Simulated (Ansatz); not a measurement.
Base system: MgTe in the zinc blende structure (space group F-43m, No. 216; a = 6.368 Å). Axes: x, y, z lie along the cube axes.

Computed with LDA (Ansatz, a first-principles code; PAW; 420 eV plane waves; scalar-relativistic without spin-orbit coupling).

Strains are applied to the cell and any free atomic positions relax.

One change was made to it. Results:

The valence-band top at Γ (three highest levels, from the VBM) becomes 0.00, -0.06, -0.11 eV (base: 0.00, 0.00, 0.00 eV); the band gap shrinks by 0.06 eV (2.38 eV → 2.32 eV).

What was done to the base?
A. tensor shear ε_xy = +1.43 %
B. tensor shear ε_xy = +0.29 %
C. tensor shear ε_xy = +0.86 %
D. tensor shear ε_xy = +2.00 %
E. tensor shear ε_xy = +1.71 %

C, tensor shear ε_xy = +0.86 %. For comparison, the band gap in the other runs: tensor shear ε_xy = +0.29 % gives 2.36 eV; tensor shear ε_xy = +2.00 % gives 2.23 eV; tensor shear ε_xy = +1.43 % gives 2.28 eV; tensor shear ε_xy = +1.71 % gives 2.26 eV.

With Te present, leaving out spin-orbit coupling can change the band edges. Stability against distortions was not tested.
